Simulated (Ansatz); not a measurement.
Structures of equal composition on the (111) surface of fcc Pd: a layer of Pt in place of the second plane; a layer of Pt in place of the third plane. The slabs share one bottom face, and each structure is named by its start. These are constructed structures in small cells; real faces may alloy, dewet or reconstruct in larger ones, and not all known structures of the face are among them. Slabs of about 11 Å with all that they carry, Fermi-Dirac smearing of 0.1 eV. Bottom of the slabs: a bare face, its two planes held. Relaxed from the named starts with such symmetry as they have, on meshes of like density; energies extrapolated to zero smearing; no spin-orbit coupling, no U. Spin-polarised runs, if any, are marked in brackets, and their order is one that fits the cell; the others ran without spin.

Method: PBE (plane waves to 420 eV, PAW; Ansatz, an electronic-structure program).

Problem. Put the candidates in order of energy per 1x1 cell, lowest first, for PBE.

Solution. a layer of Pt in place of the third plane (0.000 eV), a layer of Pt in place of the second plane (0.036 eV)
